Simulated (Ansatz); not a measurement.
A computed series for Al2O3: response to strain

Take Al2O3 in the corundum structure (space group R-3c, No. 167; a = 4.774 Å, c = 13.015 Å (hexagonal axes)) as the base. Axes: x lies along a and z along c of the hexagonal cell.

Strains are applied to the cell and any free atomic positions relax; under biaxial strain the out-of-plane vector relaxes too.

Calculations: PBEsol (Ansatz, an electronic-structure program; PAW; 420 eV plane waves; no spin-orbit coupling).

Notes on the quantities. energy relative to the base: free energy F; in-plane stress: mean in-plane stress (compression positive).

```json
[
 {"case": "base", "energy relative to the base": "0 meV/atom", "in-plane stress": "–", "ratio −ε⊥/ε∥": "–"},
 {"case": "biaxial strain +1.50 %, plane normal [001], relaxed out of plane", "energy relative to the base": "+6.6 meV/atom", "in-plane stress": "-8.0 GPa", "ratio −ε⊥/ε∥": "0.50"},
 {"case": "biaxial strain +2.25 %, plane normal [001], relaxed out of plane", "energy relative to the base": "?", "in-plane stress": "?", "ratio −ε⊥/ε∥": "0.49"},
 {"case": "biaxial strain +3.00 %, plane normal [001], relaxed out of plane", "energy relative to the base": "+26 meV/atom", "in-plane stress": "-15.3 GPa", "ratio −ε⊥/ε∥": "0.49"}
]
```

Task: What belongs in the blanks?

Result: 
- biaxial strain +2.25 %, plane normal [001], relaxed out of plane, energy relative to the base: +15 meV/atom
- biaxial strain +2.25 %, plane normal [001], relaxed out of plane, in-plane stress: -11.7 GPa

Whether these cells are dynamically stable was not tested.
